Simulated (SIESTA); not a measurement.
Band structure of CuSn3 (P6_3/mmc, 8 atoms in the cell).

```
CELL_PARAMETERS angstrom
      6.62288     0.00000     0.00000
     -3.31144     5.73558     0.00000
      0.00000     0.00000     5.00481
ATOMIC_POSITIONS crystal
  Cu 0.66667 0.33333 0.25000
  Cu 0.33333 0.66667 0.75000
  Sn 0.34469 0.17234 0.75000
  Sn 0.65531 0.82766 0.25000
  Sn 0.17234 0.34469 0.25000
  Sn 0.82766 0.65531 0.75000
  Sn 0.82766 0.17234 0.75000
  Sn 0.17234 0.82766 0.25000
```

Method of the run: SIESTA with GGA PBEsol, numerical atomic orbitals DZP, PseudoDojo PBEsol standard norm-conserving potentials (rewritten from UPF to PSML).

Settings: XC.functional = GGA; XC.authors = PBEsol; potentials = PseudoDojo PBEsol standard; PAO.BasisSize = DZP; PAO.EnergyShift = 0.01 Ry; MeshCutoff = 350 Ry; kgrid.MonkhorstPack = 3 3 4; OccupationFunction = MP; OccupationMPOrder = 0; ElectronicTemperature = 0.1 eV; MaxSCFIterations = 150; SCF.Mixer.Method = Pulay; SCF.Mixer.Weight = 0.1; SCF.Mixer.History = 8.

The starting cell comes from a database of computed structures (which also holds hypothetical and non-ambient phases and stackings), without a prior relaxation at this level. Spin polarisation is off. Values carry the incompleteness of an atom-centred basis.

Levels in eV from the Fermi level, bands 59 to 64:
```json
[
 {"point": "Γ", "59": "-0.86", "60": "-0.22", "61": "-0.22", "62": "-0.06", "63": "-0.06", "64": "1.07"},
 {"point": "M", "59": "-1.23", "60": "-0.78", "61": "-0.42", "62": "-0.37", "63": "-0.15", "64": "0.21"},
 {"point": "K", "59": "-1.84", "60": "-1.84", "61": "-0.09", "62": "-0.09", "63": "0.59", "64": "1.04"},
 {"point": "A", "59": "-2.33", "60": "-2.33", "61": "-2.06", "62": "-2.06", "63": "3.87", "64": "3.87"},
 {"point": "L", "59": "-0.87", "60": "-0.87", "61": "0.22", "62": "0.22", "63": "0.36", "64": "0.36"},
 {"point": "H", "59": "-1.02", "60": "-1.02", "61": "1.07", "62": "1.07", "63": "1.49", "64": "1.49"}
]
```

Bands cross the Fermi level along this path, so the cell is metallic at this level.

Higher empty bands are left out: an atom-centred basis made for the valence describes them poorly.
